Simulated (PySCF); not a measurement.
PySCF 2.14.0, unrestricted HF/def2-svp, df: Fe(Cl)2(NH3)2 ([NH3]->[Fe](<-[NH3])([Cl])[Cl]), charge 0, multiplicity 5, 11 atoms. The geometry is a generated start, not checked to be a minimum at this level.

- task = energy
- method = hf
- basis = def2-svp
- two-electron scheme = density fitting
- mol.max_memory = 16000 MB
- mf.max_cycle = 100
- mf.init_guess = minao (default)
- mf.DIIS = CDIIS (default)
- mf.diis_space = 8 (default)
- basis functions = 125

Hardware: Arm Neoverse V2, 96 cores on 1 socket, no SMT, 1 L3 cache group.

Times are wall-clock medians of two to five runs, from launch to exit, with nothing else on the machine. Unless noted, each process is bound to its own block of adjacent cores. The build: PyPI wheel: OpenMP (GNU), a bundled serial OpenBLAS 0.3.3 under its C layer, NumPy's threaded OpenBLAS held to generic ARMv8 kernels, libcint, Libxc; another build can shift the numbers. Scratch files lie in a memory file system.

All on 16 threads, 1 BLAS thread. The settings tried, from loose to tight:
- mf.conv_tol = 1e-05 Hartree
- mf.conv_tol = 1e-07 Hartree
- mf.conv_tol = 1e-09 (default)
- mf.conv_tol = 1e-11 Hartree

The tightest serves as the yardstick; it is not itself proven converged.

Which is the loosest of these settings from which on the result stays within 1.0 meV/atom in energy, 0.050 in <S²> of the tightest, and what does it save?

mf.conv_tol = 1e-05 Hartree, the loosest tried: 1.5 s against 2.6 s.

```csv
setting,wall time,difference in energy,difference in <S²>
mf.conv_tol = 1e-05 Hartree,1.5 s,0.074 meV/atom,under 0.001
mf.conv_tol = 1e-07 Hartree,2.0 s,under 0.001 meV/atom,under 0.001
mf.conv_tol = 1e-09 (default),2.3 s,under 0.001 meV/atom,equal as printed
mf.conv_tol = 1e-11 Hartree,2.6 s,—,—
```
